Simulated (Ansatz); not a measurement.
N_O in beta Ga2O3: one set of geometries, relaxed with PBE, evaluated in Ansatz (PAW, plane waves to 420 eV, 500 eV under r2SCAN) with PBE, r2SCAN.

Set-up: 120-site cell; 2×2×2 shifted k-points; start: the O(1) site; charged states image-corrected; energies good to tenths of an eV; flagged in the runs: a host whose relaxation on this sampling wasn't shown to rest, a strain field that reaches the edge of the cell.

```tsv
quantity	PBE	r2SCAN
host gap (eV)	2.01	___
ε(+1/0) above the VBM (eV)	not bound	not settled
ε(0/−1) above the VBM (eV)	1.65	___
neutral formation energy against N2 molecule in a box, O2 molecule in a box (eV)	4.29	___
largest moment on one atom at charge 0 (μB)	0.59	___
```

Problem. Given the lower rungs, what does r2SCAN give?

Solution. 
- host gap (eV), r2SCAN: 2.65
- ε(0/−1) above the VBM (eV), r2SCAN: 2.14
- neutral formation energy against N2 molecule in a box, O2 molecule in a box (eV), r2SCAN: 4.25
- largest moment on one atom at charge 0 (μB), r2SCAN: 0.65

"Not bound" means that the carrier spreads over host band states in this cell; a shallow level, bound over tens of ångströms, can't be resolved here.

Ansatz is a program for electronic structure.
